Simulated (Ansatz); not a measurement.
## Hypothetical rutile SnS2, element substitutions

Consider SnS₂ in the rutile structure (space group P4_2/mnm, No. 136; a hypothetical phase, not in the database extracts checked).

```xyz
6
Lattice="6.2005 0.0000 0.0000 0.0000 6.2005 0.0000 0.0000 0.0000 3.8065" Properties=species:S:1:pos:R:3 pbc="T T T"
Sn     0.0000     0.0000     0.0000
Sn     3.1003     3.1003     1.9033
S      1.9113     1.9113     0.0000
S      5.0115     1.1890     1.9033
S      1.1890     5.0115     1.9033
S      4.2893     4.2893     0.0000
```

Each row replaces one element on all its sites; cell and atoms are relaxed.

All numbers come from Ansatz (a program for electronic structure) PBE, without spin-orbit coupling, earlier PAW set.

```csv
variant,lattice parameter a,c/a ratio
base,6.201 Å,0.614
S → Se,6.563 Å,0.613
S → Te,7.050 Å,0.629
Sn → Sb,6.104 Å,0.669
```

No phonon test of stability was made. As relaxed here, SnSe2, SnTe2 and SbS2 are hypothetical phases, not in the database extracts checked. All final runs are without spin polarisation.
